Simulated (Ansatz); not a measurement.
# Effect of tensor shear ε_xy = +0.86 % on HfO2

Start from HfO2 in the fluorite structure (space group Fm-3m, No. 225; a = 5.001 Å). Axes: x, y, z lie along the cube axes.

The change: a pure shear with ε_xy = ε_yx = 0.0086, atoms relaxed at fixed cell.

The values are results of Ansatz (a quantum-chemistry and plane-wave program), LDA, PAW, cutoff 420 eV, scalar-relativistic without spin-orbit coupling, not measurements. Γ-centred 11×11×11 mesh, Fermi–Dirac width 0.05 eV.

```json
[
 {"quantity": "volume per atom", "base": "10.42 Å³", "changed": "10.42 Å³", "shift": "0.00 Å³"},
 {"quantity": "space group", "base": "Fm-3m (No. 225)", "changed": "Immm (No. 71)", "shift": "–"},
 {"quantity": "shortest interatomic distance", "base": "2.166 Å", "changed": "2.157 Å", "shift": "-0.0082 Å"},
 {"quantity": "energy relative to the base (free energy F)", "base": "0 meV/atom", "changed": "+0.6 meV/atom", "shift": "+0.6 meV/atom"},
 {"quantity": "band gap", "base": "3.66 eV", "changed": "3.66 eV", "shift": "0.00 eV"},
 {"quantity": "gap character", "base": "–", "changed": "direct at X", "shift": "–"},
 {"quantity": "stress (xx, yy, zz, yz, xz, xy; compression positive)", "base": "–", "changed": "(0.03, 0.03, 0.03, 0.00, 0.00, -1.29) GPa", "shift": "–"}
]
```

Final structure:

```xyz
3
Lattice="0.0215 2.5005 2.5005 2.5005 0.0215 2.5005 2.5220 2.5220 0.0000" Properties=species:S:1:pos:R:3 pbc="T T T"
Hf     0.0000     0.0000     0.0000
O      1.2610     1.2610     1.2431
O      3.7830     3.7830     3.7580
```

With Hf present, leaving out spin-orbit coupling can change the band edges. The cells carry an imposed strain or load. No phonon test of stability was made. This is not the structure that HfO2 has at room temperature and ambient pressure. k-point labels follow each cell's own Brillouin zone.
